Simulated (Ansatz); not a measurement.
Consider BeS in the rock salt structure (space group Fm-3m, No. 225; a = 4.5900 Å; a hypothetical phase, not in the database extracts checked).

One thing is altered: every lattice vector is stretched by 1.45 %; the atoms relax in the strained cell.

Levels (all Ansatz, an electronic-structure program, PAW): PBEsol (420 eV, scalar-relativistic without spin-orbit coupling); r2SCAN (500 eV, scalar-relativistic without spin-orbit coupling).

The geometry is relaxed with PBEsol.

| Property | Result |
|---|---|
| PBEsol electron mass | 0.95 mₑ along k, 0.29 mₑ across (at X) |
| PBEsol lowest conduction level above the VBM at special points | X 0.93 eV; U 2.19 eV; K 2.19 eV; L 3.90 eV |
| PBEsol smallest direct gap | 4.07 eV |

**Question.** What does r2SCAN give at this geometry for the electron mass, lowest conduction level above the VBM at special points and smallest direct gap?

**Answer.** The electron mass changes from 0.95 mₑ along k, 0.29 mₑ across (at X) to 0.89 mₑ along k, 0.28 mₑ across (at X); the lowest conduction level above the VBM at special points becomes X 1.33 eV; U 2.68 eV; K 2.68 eV; L 4.48 eV (PBEsol: X 0.93 eV; U 2.19 eV; K 2.19 eV; L 3.90 eV); the smallest direct gap grows by 0.46 eV to 4.53 eV.

Single points use the geometry relaxed with PBEsol. Masses are band curvatures over ±0.01 Å⁻¹ around the edge. Along k means along the line from Γ to the band edge. No phonon test of stability was made.
